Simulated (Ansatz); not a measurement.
Defect migration in polar orthorhombic HfO2: interstitial H, charge state -1. Calculation: PBE, PAW (plane waves to 420 eV; Ansatz, a quantum-chemistry and plane-wave program).

Settings: 96 host sites, the relaxed PBE lattice, the Γ point alone, smearing 0.01 eV, spin-restricted, no image-charge correction. Static, classical nuclei. Spin-orbit coupling is left out. The host's phase is taken as given; its stability against other phases was not computed. The charge state is imposed; whether it is stable for some Fermi level was not computed. Sites that were not tried may lie lower.

Barriers: single points on a 2×2×2 k-point mesh shifted by half a step at the bands' geometries.

Relaxed starting cell (atoms counted from 1):

```xyz
97
Lattice="10.5877 0.0000 0.0000 0.0000 10.1382 0.0000 0.0000 0.0000 10.2024" Properties=species:S:1:pos:R:3 pbc="T T T"
Hf     2.7980     3.9006     1.3902
Hf     2.8291     3.7525     6.4305
Hf     2.8088     8.6273     1.1921
Hf     2.8339     8.7997     6.3887
Hf     8.0903     3.7164     1.3174
Hf     8.1552     3.7305     6.4809
Hf     8.1187     8.7593     1.2894
Hf     8.1372     8.7896     6.4243
Hf     5.1372     3.6913     3.8847
Hf     5.1177     3.7050     8.9782
Hf     5.2071     8.7602     3.9204
Hf     5.1264     8.7805     8.9367
Hf    10.3483     3.7111     3.8904
Hf    10.5312     3.8269     9.0892
Hf    10.3693     8.8192     3.8486
Hf    10.4081     8.7554     8.9533
Hf     2.4086     1.5330     3.8995
Hf     2.4787     1.3292     9.0381
Hf     2.4718     6.4199     3.7445
Hf     2.4411     6.3894     8.8406
Hf     7.7484     1.3633     3.8701
Hf     7.8040     1.3605     8.9975
Hf     7.7921     6.4075     3.8531
Hf     7.7779     6.4222     8.9675
Hf     0.1498     1.3126     1.3429
Hf     0.1907     1.3498     6.4825
Hf     0.3792     6.3448     1.4136
Hf     0.2032     6.4357     6.3070
Hf     5.4209     1.3444     1.2973
Hf     5.4798     1.3497     6.4458
Hf     5.4644     6.4292     1.3182
Hf     5.4777     6.3909     6.4137
O      4.5509     4.7444     0.6108
O      4.6332     4.7017     5.7070
O      4.5460     9.7691     0.5804
O      4.6149     9.7894     5.7173
O      9.8528     4.7294     0.6985
O      9.8514     4.7331     5.6840
O      9.8706     9.7855     0.5723
O      9.8831     9.8090     5.7105
O      3.3792     4.6421     3.2673
O      3.4221     4.7468     8.1750
O      3.2581     9.7883     3.2610
O      3.3585     9.7725     8.2537
O      8.5963     4.6855     3.1625
O      8.6821     4.7287     8.3082
O      8.6305     9.8096     3.1189
O      8.6707     9.8078     8.2288
O      0.6932     0.4454     3.2176
O      0.7213     0.3161     8.2443
O      0.6190     5.4793     3.3004
O      0.7065     5.4084     8.0337
O      5.9385     0.3449     3.1371
O      6.0255     0.3370     8.2494
O      5.9801     5.4282     3.1518
O      6.0158     5.4036     8.2413
O      1.9227     0.2569     0.6251
O      1.9629     0.3823     5.7004
O      1.6701     5.0670     0.0972
O      1.9718     5.4233     5.6525
O      7.2124     0.3429     0.5953
O      7.2276     0.3184     5.6676
O      7.2082     5.4231     0.5932
O      7.2634     5.4162     5.7093
O      1.3589     2.8463     2.6012
O      1.5109     2.7173     7.7351
O      1.3758     8.0325     2.6369
O      1.4271     7.8105     7.6501
O      6.6782     2.7149     2.5936
O      6.7643     2.7095     7.7180
O      6.7503     7.7882     2.6039
O      6.7379     7.7985     7.6973
O      1.1500     2.5591     0.0545
O      1.1986     2.7602     5.1741
O      1.2567     7.7094     0.0077
O      1.2532     7.8476     5.1009
O      6.4897     2.7265     0.0524
O      6.5165     2.7086     5.1649
O      6.4867     7.8037     0.0534
O      6.5443     7.7739     5.1516
O      3.8456     2.3796     0.0606
O      3.8640     2.3546     5.1741
O      3.8764     7.3184    -0.0504
O      3.8913     7.4283     5.0858
O      9.1276     2.3630     0.0747
O      9.1417     2.3408     5.1693
O      9.1195     7.4645    -0.0319
O      9.1667     7.4394     5.0995
O      4.0177     2.2906     2.6105
O      4.1256     2.3367     7.7189
O      4.1263     7.5327     2.5610
O      4.0915     7.4267     7.6333
O      9.3154     2.3247     2.6089
O      9.4442     2.3872     7.7415
O      9.3770     7.4047     2.5464
O      9.3936     7.4124     7.6394
H      2.4946     9.2167     3.5092
```
Cell charge -1.

End state 1 differs by these moves (Å; atoms that move under 0.08 Å are left out):

```csv
atom,element,Δx,Δy,Δz
29,Hf,0.04,0.04,-0.06
43,O,0.09,0.09,-0.09
97,H,1.60,1.26,-0.59
```

**Question.** What forward and backward barriers to end state 1 does PBE, PAW give?

**Answer.** forward 0.84 eV, backward 0.62 eV; at the saddle point atom 97 has neighbours Hf at 2.11, Hf at 2.18; O at 1.00, O at 1.89, O at 2.04 Å. The saddle point's order was not checked.
